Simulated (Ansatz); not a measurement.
The parent structure is ScAl3 in the Cu3Au type structure (space group Pm-3m, No. 221; relaxed with 0.1 eV smearing).

```
ScAl3
1.0
    4.03268     0.00000     0.00000
    0.00000     4.03268     0.00000
    0.00000     0.00000     4.03268
Sc Al
1 3
Cartesian
  0.00000   0.00000   0.00000
  0.00000   2.01634   2.01634
  2.01634   0.00000   2.01634
  2.01634   2.01634   0.00000
```

Cartesian axes are those of the cell as printed.

Computed with LDA/PAW in Ansatz (a quantum-chemistry and plane-wave program), scalar-relativistic without spin-orbit coupling.

Strains are applied to the cell and any free atomic positions relax.

One change was made to it. Results:

The energy goes up by 4.6 meV/atom; the pressure (mean of the normal stresses, compression positive) hardly moves (0.0 GPa against 0.1 GPa).

What was done to the base?
A) tensor shear ε_xy = +2.00 %
B) tensor shear ε_xy = +1.00 %
C) tensor shear ε_xy = +1.33 %
D) tensor shear ε_xy = +1.67 %
E) tensor shear ε_xy = +0.67 %

D, tensor shear ε_xy = +1.67 %. For comparison, the energy relative to the base in the other runs: tensor shear ε_xy = +0.67 % gives +0.7 meV/atom; tensor shear ε_xy = +1.00 % gives +1.6 meV/atom; tensor shear ε_xy = +1.33 % gives +2.9 meV/atom; tensor shear ε_xy = +2.00 % gives +6.6 meV/atom.

Whether these cells are dynamically stable was not tested. The final runs are not spin-polarised.
